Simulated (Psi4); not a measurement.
Psi4 1.11, PBE0/def2-svp: CN1C[Si@@H](C)[SiH2]1, 17 atoms. The geometry is a generated start, not checked to be a minimum at this level.

- task = gradient
- method = pbe0
- basis = def2-svp
- memory = 7 GB
- scf_type = df (default)
- guess = auto, which took SAD (default)
- diis_max_vecs = 10 (default)
- scf_initial_accelerator = adiis (default)
- e_convergence = 1e-08 (default)
- d_convergence = 1e-08 (default)
- basis functions (reference run) = 147
- grid points (reference run) = 3047811

```xyz
17

C      2.5211     0.0793    -0.0455
N      1.1801     0.4023     0.4252
C      0.2883     0.6607    -0.7431
Si    -1.3364     0.5703     0.3116
C     -2.6104    -0.4042    -0.5617
Si     0.1985    -0.5935     1.4152
H      2.9302     0.9053    -0.6384
H      3.2015    -0.0714     0.8005
H      2.5402    -0.8271    -0.6626
H      0.4216     1.6453    -1.2046
H      0.3056    -0.1017    -1.5338
H     -1.7892     1.8860     0.8551
H     -3.4178    -0.7052     0.1135
H     -3.0656     0.1728    -1.3731
H     -2.2011    -1.3174    -1.0059
H      0.3798    -2.0079     1.0023
H      0.4537    -0.2936     2.8454
```

Yardstick: the run with dft_radial_points = 200, dft_spherical_points = 974, dft_pruning_scheme = none (default), which is not proven converged either. Single runs; times are not shown.

Settings tried, all else as in the reference:
- dft_radial_points = 99, dft_spherical_points = 590
- dft_radial_points = 35, dft_spherical_points = 110
- dft_radial_points = 50, dft_spherical_points = 194
- dft_radial_points = 75 (default), dft_spherical_points = 302 (default)
- dft_radial_points = 75 (default), dft_spherical_points = 434
- dft_radial_points = 99, dft_spherical_points = 590, dft_pruning_scheme = treutler
- dft_radial_points = 75 (default), dft_spherical_points = 302 (default), dft_pruning_scheme = treutler
- dft_radial_points = 75 (default), dft_spherical_points = 302 (default), dft_pruning_scheme = robust
- dft_radial_points = 25, dft_spherical_points = 50
- dft_radial_points = 150, dft_spherical_points = 770

Q: Which settings reproduce the reference to 1.0 meV/atom in energy, 10 meV/Å in forces (largest component)?

A: Within it: dft_radial_points = 150, dft_spherical_points = 770; dft_radial_points = 99, dft_spherical_points = 590; dft_radial_points = 75 (default), dft_spherical_points = 434; dft_radial_points = 75 (default), dft_spherical_points = 302 (default); dft_radial_points = 75 (default), dft_spherical_points = 302 (default), dft_pruning_scheme = robust. At the edge (between 0.75 and 1.33 times the tolerance): dft_radial_points = 50, dft_spherical_points = 194. Outside: dft_radial_points = 75 (default), dft_spherical_points = 302 (default), dft_pruning_scheme = treutler; dft_radial_points = 99, dft_spherical_points = 590, dft_pruning_scheme = treutler; dft_radial_points = 35, dft_spherical_points = 110; dft_radial_points = 25, dft_spherical_points = 50.

| setting | grid points | energy against the reference | difference in forces (largest component) |
|---|---|---|---|
| the reference | 3047811 | — | — |
| dft_radial_points = 150, dft_spherical_points = 770 | 1819334 | under 0.001 meV/atom | 0.13 meV/Å |
| dft_radial_points = 99, dft_spherical_points = 590 | 922980 | under 0.001 meV/atom | 0.30 meV/Å |
| dft_radial_points = 75 (default), dft_spherical_points = 434 | 517354 | under 0.001 meV/atom | 0.83 meV/Å |
| dft_radial_points = 75 (default), dft_spherical_points = 302 (default) | 360234 | −0.017 meV/atom | 2.9 meV/Å |
| dft_radial_points = 75 (default), dft_spherical_points = 302 (default), dft_pruning_scheme = robust | 245742 | −0.018 meV/atom | 3.0 meV/Å |
| dft_radial_points = 50, dft_spherical_points = 194 | 156851 | −0.079 meV/atom | 8.3 meV/Å |
| dft_radial_points = 75 (default), dft_spherical_points = 302 (default), dft_pruning_scheme = treutler | 196374 | −0.13 meV/atom | 13 meV/Å |
| dft_radial_points = 99, dft_spherical_points = 590, dft_pruning_scheme = treutler | 475798 | −0.13 meV/atom | 14 meV/Å |
| dft_radial_points = 35, dft_spherical_points = 110 | 62549 | −1.8 meV/atom | 34 meV/Å |
| dft_radial_points = 25, dft_spherical_points = 50 | 20393 | +30 meV/atom | 150 meV/Å |

Total energies are compared; such shifts often cancel in part in energy differences. The gradients leave out the derivatives of the grid weights. Also tried and not ranked: dft_radial_points = 99, dft_spherical_points = 590, dft_pruning_scheme = robust (same energy as a listed run). The tolerance is a choice made for this comparison.
